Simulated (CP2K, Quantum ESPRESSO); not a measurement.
A CP2K input for a self-consistent single point of MgAl (Pm-3m, 2 atoms in the cell) (DFT PBEsol, GPW, DZVP-MOLOPT-SR-GTH basis, GTH-PBE potentials (GTH_POTENTIALS)):

```
&GLOBAL
  PROJECT run
  RUN_TYPE ENERGY_FORCE
  PRINT_LEVEL LOW
&END GLOBAL
&FORCE_EVAL
  METHOD Quickstep
  STRESS_TENSOR ANALYTICAL
  &DFT
    BASIS_SET_FILE_NAME BASIS_MOLOPT
    POTENTIAL_FILE_NAME GTH_POTENTIALS
    &QS
      METHOD GPW
      EPS_DEFAULT 1E-10
    &END QS
    &MGRID
      CUTOFF 1000
      REL_CUTOFF 40
      NGRIDS 5
    &END MGRID
    &SCF
      SCF_GUESS ATOMIC
      EPS_SCF 1E-7
      MAX_SCF 100
      ADDED_MOS 4
      &DIAGONALIZATION
        ALGORITHM STANDARD
      &END DIAGONALIZATION
      &MIXING
        METHOD BROYDEN_MIXING
        ALPHA 0.3
        NBUFFER 10
        BETA 1
      &END MIXING
      &SMEAR ON
        METHOD GAUSSIAN
        SIGMA [eV] 0.2
      &END SMEAR
    &END SCF
    &KPOINTS
      SCHEME MONKHORST-PACK 13 13 13
    &END KPOINTS
    &XC
      &XC_FUNCTIONAL
        &PBE
          PARAMETRIZATION PBESOL
        &END PBE
      &END XC_FUNCTIONAL
    &END XC
    &PRINT
      &MO
        EIGENVALUES T
        OCCUPATION_NUMBERS T
        NDIGITS 8
        FILENAME mo
        &EACH
          QS_SCF 0
        &END EACH
        ADD_LAST NUMERIC
      &END MO
      &MULLIKEN OFF
      &END MULLIKEN
    &END PRINT
  &END DFT
  &SUBSYS
    &CELL
      ABC 3.39840900 3.39840900 3.39840900
      ALPHA_BETA_GAMMA 90.00000000 90.00000000 90.00000000
      PERIODIC XYZ
    &END CELL
    &COORD
      SCALED
      Mg       0.50000000     0.50000000     0.50000000
      Al       0.00000000     0.00000000     0.00000000
    &END COORD
    &KIND Mg
      BASIS_SET DZVP-MOLOPT-SR-GTH-q10
      POTENTIAL GTH-PBE-q10
    &END KIND
    &KIND Al
      BASIS_SET DZVP-MOLOPT-SR-GTH-q3
      POTENTIAL GTH-PBE-q3
    &END KIND
  &END SUBSYS
  &PRINT
    &FORCES ON
    &END FORCES
    &STRESS_TENSOR ON
    &END STRESS_TENSOR
  &END PRINT
&END FORCE_EVAL
```

**Question.** Write the same calculation as an input for Quantum ESPRESSO.

**Answer.** One input that does it (others would too):

```fortran
&CONTROL
 calculation = 'scf',
 prefix = 'pwscf',
 outdir = './out',
 pseudo_dir = './',
 tprnfor = .true.,
 tstress = .true.,
/
&SYSTEM
 ibrav = 0,
 nat = 2,
 ntyp = 2,
 ecutwfc = 50,
 ecutrho = 400,
 occupations = 'smearing',
 smearing = 'gauss',
 degauss = 0.0147,
 input_dft = 'pbesol',
/
&ELECTRONS
 conv_thr = 1e-10,
/
ATOMIC_SPECIES
Mg    24.3050  mg_pbe_v1.4.uspp.F.UPF
Al    26.9815  Al.pbe-n-kjpaw_psl.1.0.0.UPF
CELL_PARAMETERS {bohr}
   6.422062269     0.000000000     0.000000000
   0.000000000     6.422062269     0.000000000
   0.000000000     0.000000000     6.422062269
ATOMIC_POSITIONS {alat}
Mg    0.500000000    0.500000000    0.500000000
Al    0.000000000    0.000000000    0.000000000
K_POINTS {automatic}
13 13 13  0 0 0
```

Basis settings and potentials, where a program has them, do not carry over. This input uses DFT, PBEsol, plane waves, SSSP 1.1.2 precision (PBE) pseudopotentials. Both were run: pressure 0.67 GPa in CP2K and -1.31 in Quantum ESPRESSO.

On Quantum ESPRESSO: the starting cell comes from a database of computed structures (which also holds hypothetical and non-ambient phases and stackings), without a prior relaxation at this level. Its lattice was rescaled by a random factor within 2.5 % of one.

On CP2K: the starting cell comes from a database of computed structures (which also holds hypothetical and non-ambient phases and stackings), without a prior relaxation at this level. Its lattice was rescaled by a random factor within 2.5 % of one. Values carry the incompleteness of an atom-centred basis. The potentials were made for another functional than the one used.
